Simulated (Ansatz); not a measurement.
System: Sr₂BeN₂ (model structure, started from the Ca2ZnN2 type, I4/mmm, No. 139, 5 atoms in the cell). Method: PBE0 (PAW; Ansatz, a program for electronic structure).

Settings: plane-wave cutoff 460 eV, 8×8×8 k mesh, Fermi–Dirac smearing 0.01 eV, scalar-relativistic PAW data made under PBE.

Cell (relaxed with PBEsol):

```
CELL_PARAMETERS angstrom
     -1.88950     1.88950     5.88763
      1.88950    -1.88950     5.88763
      1.88950     1.88950    -5.88763
ATOMIC_POSITIONS crystal
  Sr 0.65182 0.65182 0.00000
  Sr 0.34818 0.34818 0.00000
  Be 0.00000 0.00000 0.00000
  N  0.86883 0.86883 0.00000
  N  0.13117 0.13117 0.00000
```

**Question.** Give the computed band gap.

**Answer.** 
band gap: 2.55 eV (on the SCF k mesh)

Note: the relaxation could raise the start's symmetry but not lower it, so the cell can be a saddle point; cell and atoms aren't relaxed at this level (largest force component 0.41 eV/Å, pressure 1.1 GPa).

Spin–orbit coupling is not included.

The computed numbers hold no vibrational or temperature effects.

Cost on a shared machine: around 4 core-minutes (rough).

A model structure was made by putting elements into a prototype or built by hand; it is no filed structure, need not be a known phase, and can be a saddle point held by its symmetry.
